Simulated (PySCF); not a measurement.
PySCF 2.14.0, unrestricted R2SCAN/def2-svp, df: Mn(F)(SH)(NH3)2 ([NH3]->[Mn](<-[NH3])([F])[SH]), charge 0, multiplicity 6, 12 atoms. The geometry is a generated start, not checked to be a minimum at this level.

```yaml
task: energy
method: r2scan
basis: def2-svp
two_electron_scheme: density fitting
mol.max_memory: 3000 MB
mf.max_cycle: 100
mf.conv_tol: 1e-09 (default)
mf.grids.level: 3 (default)
basis_functions: 126
grid_points: 150512
```

```xyz
12

Mn     0.3088     0.2207     0.3920
F      1.8699    -0.3652     1.2073
S     -0.7488     2.0329     1.3961
H      0.0425     2.1274     2.4582
N     -1.2103    -1.5644     0.6358
H     -2.1187    -1.4444     0.1979
H     -1.3537    -1.5732     1.6461
H     -0.8358    -2.4703     0.3678
N      0.9103     0.6879    -1.8331
H      0.5935     1.6171    -2.0980
H      0.6130     0.0343    -2.5515
H      1.9293     0.6971    -1.8186
```

Charge 0 and multiplicity 6 are set for this test and not shown to be the ground state.

With the defaults (mf.DIIS = CDIIS, mf.diis_space = 8, mf.diis = true, mf.damp = 0, mf.diis_start_cycle = 1, mf.diis_damp = 0, mf.init_guess = minao, mf.level_shift = 0) it converges in 49 Fock builds. One run each on 2 threads, 1 BLAS thread, with these changes:
- mf.diis_space = 20
- mf.DIIS = EDIIS
- mf.init_guess = mod_huckel
- mf.diis_space = 3
- mf.diis = false, mf.damp = 0.7, mf.diis_start_cycle = 999
- mf.init_guess = huckel
- mf.diis = false
- mf.diis_damp = 0.3
- mf.level_shift = 0.1 Hartree

Question: Name the settings that don't reach the solution of the defaults.

Answer: No convergence: mf.DIIS = EDIIS; mf.diis_space = 3; mf.diis = false; mf.diis = false, mf.damp = 0.7, mf.diis_start_cycle = 999 (the run ends without SCF convergence in 100 cycles). The rest reach the solution of the defaults.

```tsv
setting	Fock builds	end
mf.init_guess = huckel	20	same solution
mf.init_guess = mod_huckel	28	same solution
mf.diis_damp = 0.3	35	same solution
the defaults	49	same solution
mf.diis_space = 20	62	same solution
mf.level_shift = 0.1 Hartree	72	same solution
mf.DIIS = EDIIS	101	no convergence
mf.diis_space = 3	101	no convergence
mf.diis = false	101	no convergence
mf.diis = false, mf.damp = 0.7, mf.diis_start_cycle = 999	101	no convergence
```
